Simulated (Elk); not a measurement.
**One base run on Fe (Im-3m, 1 atom in the cell) and variants with one or two settings moved**

```
CELL_PARAMETERS angstrom
     -1.45657     1.45657     1.45657
      1.45657    -1.45657     1.45657
      1.45657     1.45657    -1.45657
ATOMIC_POSITIONS crystal
  Fe 0.00000 0.00000 0.00000
```
Moments meant for the start (each program seeds them in its own way; μB, in the order of the atoms Fe): 4.0.

Base run A: PBEsol, all-electron FP-LAPW, Elk's shipped species files, APW+lo basis with extra local orbitals in Elk, self-consistent single point.

Its settings: xctype = 22; spinpol = true; rgkmax = 8; stype = 0; swidth = 0.00367493 Ha; ngridk = 11 11 11; vkloff = 0.5 0.5 0.5; reducebf = 0.8; gmaxvr = 16 1/bohr; nxlo = 2; lorbcnd = true; rmtscf = 0.93; lmaxi = 3; maxscl = 100; bfcmt = [[0.0, 0.0, -4.0]].

The starting cell comes from a database of computed structures (which also holds hypothetical and non-ambient phases and stackings), without a prior relaxation at this level. Its lattice was rescaled by a random factor within 2.5 % of one. With one magnetic atom in the cell only a parallel order is possible. Values depend on the basis (sphere radii, cutoffs, local orbitals), which need not be converged.

ΔE is the total energy (no entropy term) per atom less that of run A. A dash stands where there is no value to compare (another energy zero or no entropy term, no result, no spin, no clean gap, or a mesh too coarse for one). Total energies depend on the potentials, the functional and any Hubbard or dispersion term, so they are compared only between runs that share all of them.

Run A gave: size of the net moment (μB/atom) 2.34; basis size 152; ending converged.

Runs:
- B: epspot: default → 3.7e-08 Ha; epsengy: default → 3.7e-06 Ha
- C: lattice scaled by 0.985; rgkmax: 8 → 6.2
- D: swidth: 0.00367493 Ha → 0.00183747 Ha
- E: xctype: 22 → default [LDA (PW92)]
- F: swidth: 0.00367493 Ha → 0.0183747 Ha
- G: nempty: default → 31 per atom
- H: mixtype: default → 0
- I: lmaxapw: default → 14
- J: rgkmax: 8 → default
- K: nxlo: 2 → default; lorbcnd: true → default

Task: What does run K change against A?

Result: The total energy goes up by 4.7 meV/atom and the size of the net moment stays at 2.34 μB/atom.

Task: What does run G change against A?

Result: The total energy drops by 48.1 meV/atom and the size of the net moment goes from 2.34 to 2.39 μB/atom.

Task: What does run J change against A?

Result: The total energy goes up by 170 meV/atom and the size of the net moment moves little (2.34 to 2.33 μB/atom).

| run | ΔE (meV/atom) | size of the net moment (μB/atom) | basis size | ending |
|---|---|---|---|---|
| A | 0.00 | 2.34 | 152 | converged |
| B | -0.10 | 2.34 | 152 | converged |
| C | 547.8 | 2.17 | 121 | converged |
| D | -2.2 | 2.36 | 152 | converged |
| E | – | 2.25 | 152 | converged |
| F | 62.6 | 2.31 | 152 | converged |
| G | -48.1 | 2.39 | 152 | converged |
| H | – | – | 152 | not converged |
| I | 5.2 | 2.34 | 152 | converged |
| J | 169.6 | 2.33 | 131 | converged |
| K | 4.7 | 2.34 | 87 | converged |
